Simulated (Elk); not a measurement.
**A self-consistent single point of AlP (F-43m, 2 atoms in the cell) with Elk**

Level of theory: PBE, all-electron FP-LAPW, Elk's shipped species files, APW+lo basis with extra local orbitals in Elk.

This input was run:

```
tasks
  0

xctype
  20

rgkmax
  8.0

gmaxvr
  14.0

nxlo
  2

lorbcnd
  .true.

lmaxi
  3

stype
  3

swidth
  0.00183747

avec
    0.0000000000    5.0879515303    5.0879515303
    5.0879515303    0.0000000000    5.0879515303
    5.0879515303    5.0879515303    0.0000000000

atoms
  2   : nspecies
  'Al.in'   : spfname
  1   : natoms; atposl, bfcmt below
  0.0000000000  0.0000000000  0.0000000000    0.0 0.0 0.0
  'P.in'   : spfname
  1   : natoms; atposl, bfcmt below
  0.7500000000  0.7500000000  0.7500000000    0.0 0.0 0.0

ngridk
  9 9 9
```

Output, abridged:

```
│ Elk code version 10.2.4 │

All units are atomic (Hartree, Bohr, etc.)

│ Ground-state run starting from atomic densities │

Lattice vectors :
   0.000000000       5.087951530       5.087951530
   5.087951530       0.000000000       5.087951530
   5.087951530       5.087951530       0.000000000

Unit cell volume      :    263.4261544
Brillouin zone volume :   0.9416309251

Muffin-tin inner radius fraction :   0.1000000000E-01

Nuclei treated as point charges

Species :    1 (Al)
 parameters loaded from : Al.in
 name : aluminium
 nuclear charge    :   -13.00000000
 electronic charge :    13.00000000
 atomic mass :    49184.33492
 muffin-tin radius :    2.178147639
 number of radial points in muffin-tin :    397
 atomic positions (lattice), magnetic fields (Cartesian) :
   1 :   0.00000000  0.00000000  0.00000000    0.00000000  0.00000000  0.00000000

Species :    2 (P)
 parameters loaded from : P.in
 name : phosphorus
 nuclear charge    :   -15.00000000
 electronic charge :    15.00000000
 atomic mass :    56461.71226
 muffin-tin radius :    2.178147639
 number of radial points in muffin-tin :    397
 atomic positions (lattice), magnetic fields (Cartesian) :
   1 :   0.75000000  0.75000000  0.75000000    0.00000000  0.00000000  0.00000000

Total number of atoms per unit cell :    2

Spin treatment :
 spin-unpolarised

Number of Bravais lattice symmetries :   48
Number of crystal symmetries         :   24
Crystal has no inversion symmetry
Complex Hermitian eigensolver will be used

k-point grid :      9     9     9
k-point offset :    0.000000000       0.000000000       0.000000000
k-point set is reduced with full crystal symmetry group
Total number of k-points :       55

Muffin-tin radius times maximum |G+k| :    8.000000000
 using average radius
Maximum |G+k| for APW functions       :    3.672845612
Maximum (1/2)|G+k|²                   :    6.744897446
Maximum |G| for potential and density :    14.00000000
 potential will be trimmed for |G| > 2 gkmax
Constant for pseudocharge density :    8
Radial integration step length :    4

G-vector grid sizes :     35    35    35
Number of G-vectors :    12051

Maximum angular momentum used for
 APW functions                      :    8
 outer part of muffin-tin           :    6
 inner part of muffin-tin           :    3

Total nuclear charge    :   -28.00000000
Total core charge       :    14.00000000
Total valence charge    :    14.00000000
Total excess charge     :    0.000000000
Total electronic charge :    28.00000000

Effective Wigner radius, rₛ :    1.309596233

Number of empty states         :    8
Total number of valence states :   15
Total number of core states    :   14

Conduction state local-orbitals added automatically
Total number of local-orbitals :  134

Exchange-correlation functional :     20     0     0
 Perdew-Burke-Ernzerhof, Phys. Rev. Lett. 77, 3865 (1996)
 gradient requirement :    1
 generalised gradient approximation (GGA)

Smearing type :    3
 Fermi-Dirac
Smearing width :   0.1837470000E-02
Effective electronic temperature (K) :    580.2271348

Mixing type :    3
 Broyden mixing, J. Phys. A: Math. Gen. 17, L317 (1984)

Kohn-Sham potential initialised from atomic data

│ Self-consistent loop started │
│ Loop number : 1 │
 total energy                :     -588.692921125
│ Loop number : 2 │
 total energy                :     -588.647062693
RMS change in Kohn-Sham potential (target) :   0.6250058947     (  0.1000000000E-05)
Absolute change in total energy (target)   :   0.4585843278E-01 (  0.1000000000E-03)
│ Loop number : 3 │
 total energy                :     -587.501264503
RMS change in Kohn-Sham potential (target) :   0.4415417677     (  0.1000000000E-05)
Absolute change in total energy (target)   :    1.157262798     (  0.1000000000E-03)
│ Loop number : 4 │
 total energy                :     -586.165810001
RMS change in Kohn-Sham potential (target) :   0.2058613920     (  0.1000000000E-05)
Absolute change in total energy (target)   :    1.624770201     (  0.1000000000E-03)
│ Loop number : 5 │
 total energy                :     -585.402405295
RMS change in Kohn-Sham potential (target) :   0.6652412496E-01 (  0.1000000000E-05)
Absolute change in total energy (target)   :    1.169597256     (  0.1000000000E-03)
│ Loop number : 6 │
 total energy                :     -585.131809242
RMS change in Kohn-Sham potential (target) :   0.1614362568E-01 (  0.1000000000E-05)
Absolute change in total energy (target)   :   0.5629953675     (  0.1000000000E-03)
│ Loop number : 7 │
 total energy                :     -585.045923524
RMS change in Kohn-Sham potential (target) :   0.1151470521E-02 (  0.1000000000E-05)
Absolute change in total energy (target)   :   0.2266345601     (  0.1000000000E-03)
│ Loop number : 8 │
 total energy                :     -585.046485198
RMS change in Kohn-Sham potential (target) :   0.5464150408E-03 (  0.1000000000E-05)
Absolute change in total energy (target)   :   0.5609696604E-01 (  0.1000000000E-03)
│ Loop number : 9 │
 total energy                :     -585.045420905
RMS change in Kohn-Sham potential (target) :   0.7170080493E-04 (  0.1000000000E-05)
Absolute change in total energy (target)   :   0.1508853464E-01 (  0.1000000000E-03)
│ Loop number : 10 │
 total energy                :     -585.044729502
RMS change in Kohn-Sham potential (target) :   0.2810815362E-04 (  0.1000000000E-05)
Absolute change in total energy (target)   :   0.4463536569E-02 (  0.1000000000E-03)
│ Loop number : 11 │
 total energy                :     -585.044415288
RMS change in Kohn-Sham potential (target) :   0.1730870691E-05 (  0.1000000000E-05)
Absolute change in total energy (target)   :   0.1430098119E-02 (  0.1000000000E-03)
│ Loop number : 12 │
 total energy                :     -585.044424109
RMS change in Kohn-Sham potential (target) :   0.8890592061E-06 (  0.1000000000E-05)
Absolute change in total energy (target)   :   0.3487028330E-03 (  0.1000000000E-03)
│ Loop number : 13 │
 total energy                :     -585.044413358
RMS change in Kohn-Sham potential (target) :   0.4643430360E-06 (  0.1000000000E-05)
Absolute change in total energy (target)   :   0.9792682602E-04 (  0.1000000000E-03)
Convergence targets achieved

│ Loop number : 14 │

Energies :
 Fermi                       :     0.204311907349
 sum of eigenvalues          :     -319.475567006
 electron kinetic            :      586.720393175
 core electron kinetic       :      515.249917791
 Coulomb                     :     -1129.80510824
 Coulomb potential           :     -852.067178943
 nuclear-nuclear             :     -87.9973504789
 electron-nuclear            :     -1231.54833657
 Hartree                     :      189.740578815
 Madelung                    :     -703.771518766
 xc potential                :     -54.1287812385
 exchange                    :     -40.8859709715
 correlation                 :     -1.07371517527
 electron entropic           :    -0.203182982724E-09
 total energy                :     -585.044401209

Density of states at Fermi energy :   0.3536600734E-05
 (states/Hartree/unit cell)

Estimated indirect band gap :   0.5664803290E-01
 from k-point      1 to k-point     31
Estimated direct band gap   :   0.1328150508
 at k-point      1

Charges :
 core                        :    14.00000000
 valence                     :    14.00000000
 interstitial                :    3.264742515
 muffin-tins (core leakage)
  species :    1 (Al)
   atom    1                 :    11.28529128     (  0.5439953721E-03)
  species :    2 (P)
   atom    1                 :    13.44996621     (  0.3600595770E-03)
 total in muffin-tins        :    24.73525748
 total calculated charge     :    27.98655844
 total charge                :    28.00000000
 error                       :   0.1344156055E-01

│ Self-consistent loop stopped │
```

The run converged in 14 iterations. The count includes the last loop, which Elk runs after its targets are met.

The starting cell comes from a database of computed structures (which also holds hypothetical and non-ambient phases and stackings), without a prior relaxation at this level. Its lattice was rescaled by a random factor within 2.5 % of one. Values depend on the basis (sphere radii, cutoffs, local orbitals), which need not be converged.

Cost on one core of a shared machine: roughly 40 s.
